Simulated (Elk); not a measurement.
# Input and output of a self-consistent single point for Na3Ga (Pm-3m, 4 atoms in the cell) (Elk)

Computed with Elk 10.2.4 with LDA (PW92), all-electron FP-LAPW, Elk's shipped species files, APW+lo basis with extra local orbitals.

The input file:

```
tasks
  0

tforce
  .true.

rgkmax
  8.0

gmaxvr
  18.0

lmaxapw
  10

lmaxo
  8

nxlo
  2

lorbcnd
  .true.

lradstp
  2

nrmtscf
  2.0

lmaxi
  4

swidth
  0.00499791

maxscl
  100

scale
  9.338298963

avec
    1.0000000000    0.0000000000    0.0000000000
    0.0000000000    1.0000000000    0.0000000000
    0.0000000000    0.0000000000    1.0000000000

sppath
  './'

atoms
  2
  'Na.in'
  3
  0.5000000000  0.0000000000  0.5000000000    0.0 0.0 0.0
  0.0000000000  0.5000000000  0.5000000000    0.0 0.0 0.0
  0.5000000000  0.5000000000  0.0000000000    0.0 0.0 0.0
  'Ga.in'
  1
  0.0000000000  0.0000000000  0.0000000000    0.0 0.0 0.0

ngridk
  9 9 9
```

Output (repeated stretches shortened):

```
│ Elk code version 10.2.4 │

All units are atomic (Hartree, Bohr, etc.)

│ Ground-state run starting from atomic densities │

Lattice vectors :
   9.338298963       0.000000000       0.000000000
   0.000000000       9.338298963       0.000000000
   0.000000000       0.000000000       9.338298963

Unit cell volume      :    814.3354121
Brillouin zone volume :   0.3046044784

Muffin-tin inner radius fraction :   0.1000000000E-01

Nuclei treated as point charges

Species :    1 (Na)
 parameters loaded from : Na.in
 name : sodium
 nuclear charge    :   -11.00000000
 electronic charge :    11.00000000
 atomic mass :    41907.78700
 muffin-tin radius :    2.200000000
 number of radial points in muffin-tin :    799
 atomic positions (lattice), magnetic fields (Cartesian) :
   1 :   0.50000000  0.00000000  0.50000000    0.00000000  0.00000000  0.00000000
   2 :   0.00000000  0.50000000  0.50000000    0.00000000  0.00000000  0.00000000
   3 :   0.50000000  0.50000000  0.00000000    0.00000000  0.00000000  0.00000000

Species :    2 (Ga)
 parameters loaded from : Ga.in
 name : gallium
 nuclear charge    :   -31.00000000
 electronic charge :    31.00000000
 atomic mass :    127097.2538
 muffin-tin radius :    2.400000000
 number of radial points in muffin-tin :    999
 atomic positions (lattice), magnetic fields (Cartesian) :
   1 :   0.00000000  0.00000000  0.00000000    0.00000000  0.00000000  0.00000000

Total number of atoms per unit cell :    4

Spin treatment :
 spin-unpolarised

Number of Bravais lattice symmetries :   48
Number of crystal symmetries         :   48
Crystal has inversion symmetry
Real symmetric eigensolver will be used

k-point grid :      9     9     9
k-point offset :    0.000000000       0.000000000       0.000000000
k-point set is reduced with full crystal symmetry group
Total number of k-points :       35

Muffin-tin radius times maximum |G+k| :    8.000000000
 using average radius
   [... lines left out ...]
 potential will be trimmed for |G| > 2 gkmax
Constant for pseudocharge density :   11
Radial integration step length :    2

G-vector grid sizes :     54    54    54
Number of G-vectors :    80269

Maximum angular momentum used for
 APW functions                      :   10
 outer part of muffin-tin           :    8
 inner part of muffin-tin           :    4

Total nuclear charge    :   -64.00000000
Total core charge       :    24.00000000
Total valence charge    :    40.00000000
Total excess charge     :    0.000000000
Total electronic charge :    64.00000000

Effective Wigner radius, rₛ :    1.448254586

Number of empty states         :   16
Total number of valence states :   36
Total number of core states    :   24

Conduction state local-orbitals added automatically
Total number of local-orbitals :  414

Exchange-correlation functional :      3     0     0
 Perdew-Wang/Ceperley-Alder, Phys. Rev. B 45, 13244 (1992)
 gradient requirement :    0
 local density approximation (LDA)

Smearing type :    3
 Fermi-Dirac
Smearing width :   0.4997910000E-02
Effective electronic temperature (K) :    1578.215154

Mixing type :    3
 Broyden mixing, J. Phys. A: Math. Gen. 17, L317 (1984)

Kohn-Sham potential initialised from atomic data
│ Self-consistent loop started │
│ Loop number : 1 │
 total energy                :     -2427.39251681
│ Loop number : 2 │
 total energy                :     -2427.38549882
RMS change in Kohn-Sham potential (target) :   0.1314286516E-01 (  0.1000000000E-05)
Absolute change in total energy (target)   :   0.7017993663E-02 (  0.1000000000E-03)
│ Loop number : 3 │
 total energy                :     -2427.36302705
RMS change in Kohn-Sham potential (target) :   0.1245068574E-01 (  0.1000000000E-05)
Absolute change in total energy (target)   :   0.2422626623E-01 (  0.1000000000E-03)
│ Loop number : 4 │
 total energy                :     -2427.30764168
RMS change in Kohn-Sham potential (target) :   0.1179498373E-01 (  0.1000000000E-05)
Absolute change in total energy (target)   :   0.6144194326E-01 (  0.1000000000E-03)
│ Loop number : 5 │
 total energy                :     -2426.84253328
RMS change in Kohn-Sham potential (target) :   0.5105434687E-02 (  0.1000000000E-05)
Absolute change in total energy (target)   :   0.4804688822     (  0.1000000000E-03)
   [... lines left out ...]
Absolute change in total energy (target)   :   0.4908583397E-02 (  0.1000000000E-03)
│ Loop number : 11 │
 total energy                :     -2426.45383494
RMS change in Kohn-Sham potential (target) :   0.4139475633E-05 (  0.1000000000E-05)
Absolute change in total energy (target)   :   0.1202914516E-02 (  0.1000000000E-03)
│ Loop number : 12 │
 total energy                :     -2426.45376706
RMS change in Kohn-Sham potential (target) :   0.8399030312E-06 (  0.1000000000E-05)
Absolute change in total energy (target)   :   0.3686100299E-03 (  0.1000000000E-03)
│ Loop number : 13 │
 total energy                :     -2426.45374841
RMS change in Kohn-Sham potential (target) :   0.2375088129E-06 (  0.1000000000E-05)
Absolute change in total energy (target)   :   0.1108016181E-03 (  0.1000000000E-03)
│ Loop number : 14 │
 total energy                :     -2426.45375690
RMS change in Kohn-Sham potential (target) :   0.1152178988E-06 (  0.1000000000E-05)
Absolute change in total energy (target)   :   0.1920951763E-04 (  0.1000000000E-03)
Convergence targets achieved

│ Loop number : 15 │

Energies :
 Fermi                       :     0.420003498747E-01
 sum of eigenvalues          :     -1371.48319800
 electron kinetic            :      2463.57478389
 core electron kinetic       :      2179.97133256
 Coulomb                     :     -4776.44296566
 Coulomb potential           :     -3684.81512443
 nuclear-nuclear             :     -257.813720561
 electron-nuclear            :     -5352.44336577
 Hartree                     :      833.814120668
 Madelung                    :     -2934.03540344
 xc potential                :     -150.242857454
 exchange                    :     -108.360632107
 correlation                 :     -5.22077548619
 electron entropic           :    -0.417453651770E-02
 total energy                :     -2426.45376390

Density of states at Fermi energy :    49.45336059
 (states/Hartree/unit cell)

Estimated indirect band gap :   0.2172133070E-02
 from k-point     29 to k-point     31
Estimated direct band gap   :   0.1475632415E-01
 at k-point     17

Charges :
 core                        :    24.00000000
 valence                     :    40.00000000
 interstitial                :    4.377385427
 muffin-tins (core leakage)
  species :    1 (Na)
   atom    1                 :    10.05199200     (  0.2220446049E-15)
   atom    2                 :    10.05199200     (  0.2220446049E-15)
   atom    3                 :    10.05199200     (  0.2220446049E-15)
  species :    2 (Ga)
   atom    1                 :    29.46663858     (  0.7584705533E-03)
 total in muffin-tins        :    59.62261457
 total calculated charge     :    63.99904716
 total charge                :    64.00000000
 error                       :   0.9528420801E-03

│ Self-consistent loop stopped │

Forces :
 species :    1 (Na)
  atom :    1
   Hellmann-Feynman          :     0.00000000   -0.00000000    0.00000000
   IBS                       :    -0.00000000    0.00000000    0.00000000
   total force               :     0.00000000   -0.00000000    0.00000000
   total magnitude           :     0.00000000
  atom :    2
   Hellmann-Feynman          :    -0.00000000    0.00000000    0.00000000
   IBS                       :     0.00000000    0.00000000    0.00000000
   total force               :    -0.00000000    0.00000000    0.00000000
   total magnitude           :     0.00000000
  atom :    3
   Hellmann-Feynman          :     0.00000000    0.00000000    0.00000000
   IBS                       :    -0.00000000   -0.00000000    0.00000000
   total force               :     0.00000000    0.00000000    0.00000000
   total magnitude           :     0.00000000
 species :    2 (Ga)
  atom :    1
   Hellmann-Feynman          :     0.00000000    0.00000000    0.00000000
   IBS                       :     0.00000000   -0.00000000    0.00000000
   total force               :     0.00000000   -0.00000000    0.00000000
   total magnitude           :     0.00000000
```

The run converged in 15 iterations. The count includes the last loop, which Elk runs after its targets are met.

The starting cell comes from a database of computed structures (which also holds hypothetical and non-ambient phases and stackings), without a prior relaxation at this level. Its lattice was rescaled by a random factor within 2.5 % of one. Values depend on the basis (sphere radii, cutoffs, local orbitals), which need not be converged. The log's line on a gap gives a spacing of levels on this mesh, which the program prints for metals too.

Cost on one core of a shared machine: roughly 7 min.
